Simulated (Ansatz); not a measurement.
Consider Ba2ScCuO4 (space group P4/mmm, No. 123; a = 4.132 Å, c = 7.957 Å; a cell from a computed database, its experimental status unchecked).

Computed with r2SCAN, PAW, 500 eV (Ansatz, a first-principles code; no spin-orbit coupling).

One change was made to it. Results:

```
quantity                          base    after
-----------------------------  -------  -------
c/a ratio                        1.926    1.967
shortest interatomic distance  1.786 Å  1.779 Å
```

### Question
Which of these changes matches the shifts?
A) Sc → V
B) Cu → Al
C) Ba → Sr

### Answer
C, Ba → Sr. For comparison, the c/a ratio in the other runs: Cu → Al gives 1.919; Sc → V gives 1.982.

Whether these cells are dynamically stable was not tested. As relaxed here, Sr2ScCuO4, Ba2ScAlO4 and Ba2VCuO4 are hypothetical phases, not in the database extracts checked. No Hubbard U is applied and the magnetic state is the run's own (Ba2VCuO4 ferromagnetic); small cells can't hold the antiferromagnetic order that many such compounds have, so gaps and moments can be off. Spin-polarised in the final run: Ba2VCuO4; the other runs are not.
